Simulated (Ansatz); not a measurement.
# InAs: strain along the normal

InAs (zinc blende, F-43m, 28.195 Å³/atom at rest) under an equal strain ε in the (001) plane with the normal axis free, as in a coherent film. PBEsol in Ansatz, a plane-wave DFT program (PAW, default set), 420 eV, 9×9×9 Γ-centred mesh, Fermi-Dirac smearing 0.05 eV; ions are relaxed within the symmetry of each cell.

Here s stands for strain and y for normal strain.

```csv
strain (%),normal strain (%)
-3.00,?
-1.50,1.67
-1.00,1.12
-0.50,0.56
0.00,0.00
0.50,-0.57
1.00,-1.14
1.50,-1.72
```

The 7 complete rows are fitted with a straight line, y against s. Means: s 0, y -0.011. About the means, the sum of products is -7.9100 and the sum of squares of s is 7.0000; the slope is their ratio. Least squares gives y = -0.011 - 1.1300·s. Residuals (row less fit): -0.014, 0.001, 0.006, 0.011, 0.006, 0.001, -0.014; standard error 0.011 (degrees of freedom: 5). The slope, -1.13 ± 0.00, is the elastic response of the normal axis, −2C12/C11 for this plane.

Problem. Estimate the missing y (s = -3.00); what did the run itself give?

Solution. y = -0.011 - 1.1300 × (-3.0) = 3.379%. The calculation gives 3.30%, 0.079% below the prediction (1.6 % of the range of y in the table). The row lies outside the fitted rows, so this is an extrapolation. From the scatter of the fitted rows alone, a prediction at this place has a standard error of 0.017%, so the miss is 4.6 times that.

One order more, fitted to all 13 runs of the series, follows each within 0.01, so the miss is the next term of a smooth law. This level leaves no gap over 0.05 eV at strain -3.00, -1.50, -1.00, -0.50, 0.00, 0.50, where the mesh may be coarse. Rows are the converged runs of the series near zero and its far end; series whose fitted rows scatter by over a few per cent of the range, as at a crossing or softening among them, aren't shown in this form. Most that stay on the fit to the last digits aren't either.
